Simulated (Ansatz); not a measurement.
SrAlHO2 (model structure, started from the SrVO2H type, P4/mmm, No. 123, 5 atoms in the cell)

The numbers are results of PBE (plane waves, PAW; Ansatz, a quantum-chemistry and plane-wave program), not measurements.

Numerical settings: plane-wave cutoff 520 eV, 10×10×10 k mesh, Fermi–Dirac smearing 0.01 eV, scalar-relativistic PAW data made under PBE.

Cell (relaxed at this level):

```yaml
crystal:
  lattice:
    - [3.81357, 0.00000, 0.00000]
    - [0.00000, 3.81357, 0.00000]
    - [0.00000, 0.00000, 3.70458]
  atoms:
    - { symbol: Sr, position: [0.50000, 0.50000, 0.50000] }
    - { symbol: Al, position: [0.00000, 0.00000, 0.00000] }
    - { symbol: O, position: [0.50000, 0.00000, 0.00000] }
    - { symbol: O, position: [0.00000, 0.50000, 0.00000] }
    - { symbol: H, position: [0.00000, 0.00000, 0.50000] }
```

For SrAlHO2 (model structure, started from the SrVO2H type, P4/mmm, No. 123, 5 atoms in the cell), the band gap is 3.22 eV (on the SCF k mesh), the direct gap at Γ is 5.98 eV and the bulk modulus B0 is 129 GPa.

Note: the bulk modulus is −V dP/dV from two relaxed cells at ±2 % in volume; the relaxation could raise the start's symmetry but not lower it, so the cell can be a saddle point.

Spin–orbit coupling is not included.

Computed values are for the static lattice.

It cost about 27 core-seconds (a rough figure) of CPU time.

A model structure was made by putting elements into a prototype or built by hand; it is no filed structure, need not be a known phase, and can be a saddle point held by its symmetry.
